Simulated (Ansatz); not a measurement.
The starting structures come from a database of crystals and need not be the phases stable at ambient conditions.

Given:

```xyz
10
Lattice="5.3509 0.0000 0.0000 -2.6754 4.9867 0.0000 2.6754 1.4354 4.4061" Properties=species:S:1:pos:R:3 pbc="T T T"
Zn     2.6754     5.2774     3.1545
Zn     2.6754     2.0663     0.9514
Sn     2.6754     1.4603     4.3980
Sn     0.0000     3.2360     2.1949
O      3.5317     4.1179     1.7312
O      0.7643     4.6839     3.4684
O      1.0549     3.7079     0.4725
O      1.6205     1.9322     2.6755
O      4.4946     2.3423     3.9342
O      4.5866     1.4728     1.2654
```

Space group of this cell: R3c. The cell is taken as given; by PBEsol its mean pressure is -7.1 GPa.

Transport runs along the normal of the first two printed cell vectors, the (101) plane of the conventional cell.

No gap correction and no spin-orbit coupling; mid-gap values are interpolated between computed energies.

### Question
Compute, with PBEsol run with Ansatz (a program for electronic structure), the band gap and the smallest decay constant κ at mid-gap.

### Answer
Gap 0.99 eV on a 8×8×8 mesh; κ = 0.128 1/Å, at the zone centre.
